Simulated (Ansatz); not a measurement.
The parent structure is AlN in the wurtzite structure (space group P6_3mc, No. 186).

```yaml
crystal:
  lattice:
    - [3.08878, 0.00000, 0.00000]
    - [-1.54439, 2.67496, 0.00000]
    - [0.00000, 0.00000, 4.94326]
  atoms:
    - { symbol: Al, position: [0.33333, 0.66667, 0.00000] }
    - { symbol: Al, position: [0.66667, 0.33333, 0.50000] }
    - { symbol: N, position: [0.33333, 0.66667, 0.38200] }
    - { symbol: N, position: [0.66667, 0.33333, 0.88200] }
```

Calculations: LDA (Ansatz, an electronic-structure program, PAW, no spin-orbit coupling).

One change was made to it. Results:

```csv
quantity,base,after
lattice parameter a,3.089 Å,3.006 Å
gap character,direct at Γ,"indirect, Γ → K"
electron mass,0.32 mₑ (at Γ),"0.38 mₑ along c, 0.61 mₑ across (at K)"
width of the top valence band,2.44 eV,2.64 eV
band gap,4.42 eV,4.93 eV
```

Task: Which of these changes matches the shifts?
A. pressure 0.9 GPa
B. pressure 4.5 GPa
C. pressure −2 GPa
D. pressure 22.5 GPa

Result: D, pressure 22.5 GPa. For comparison, the band gap in the other runs: pressure −2 GPa gives 4.33 eV; pressure 4.5 GPa gives 4.59 eV; pressure 0.9 GPa gives 4.45 eV.

Load acts through the strain it causes; cell and atoms are relaxed under it. Effective masses come from finite differences of ±0.01 Å⁻¹. Stability against distortions was not tested. Measured, AlN leaves this structure (for rock salt) near 14 GPa (temperature not stated; as listed in Datta, Sujoy, Jana, Debnarayan, arXiv (2020)), on rising pressure, with hysteresis.
